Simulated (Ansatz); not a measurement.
## Effect of biaxial strain −2.50 %, plane normal [111], relaxed out of plane on Cu

Start from Cu in the fcc (Cu type) structure (space group Fm-3m, No. 225; a = 3.577 Å; relaxed with 0.1 eV smearing). Axes: x, y, z lie along the cube axes.

Now apply this change: biaxial strain −2.50 %, plane normal [111], relaxed out of plane (Cartesian); in-plane vectors clamped, the third vector and the atoms free.

All numbers come from r2SCAN/PAW in Ansatz (a first-principles code), no spin-orbit coupling. Γ-centred 32×32×32 mesh, Fermi–Dirac width 0.1 eV.

```json
[
 {"quantity": "volume per atom", "base": "11.44 Å³", "changed": "11.07 Å³", "shift": "-0.37 Å³"},
 {"quantity": "space group", "base": "Fm-3m (No. 225)", "changed": "R-3m (No. 166)", "shift": "–"},
 {"quantity": "shortest interatomic distance", "base": "2.529 Å", "changed": "2.466 Å", "shift": "-0.063 Å"},
 {"quantity": "energy relative to the base (free energy F)", "base": "0 meV/atom", "changed": "+16 meV/atom", "shift": "+16 meV/atom"},
 {"quantity": "band gap", "base": "zero", "changed": "zero", "shift": "–"},
 {"quantity": "out-of-plane strain", "base": "–", "changed": "+1.77 %", "shift": "–"},
 {"quantity": "ratio −ε⊥/ε∥", "base": "–", "changed": "0.71", "shift": "–"},
 {"quantity": "mean in-plane stress (compression positive)", "base": "–", "changed": "+9.4 GPa", "shift": "–"}
]
```

Final structure (turned so that z lies along the plane normal):

```xyz
1
Lattice="2.4659 0.0000 0.0000 1.2330 2.1355 0.0000 1.2330 -0.7118 2.1016" Properties=species:S:1:pos:R:3 pbc="T T T"
Cu     0.0000     0.0000     0.0000
```

Cost of the whole job for the changed cell (relaxation, final SCF and bands): about 2.9 core-minutes (a rough figure).

Stability against distortions was not tested. The final runs are not spin-polarised.
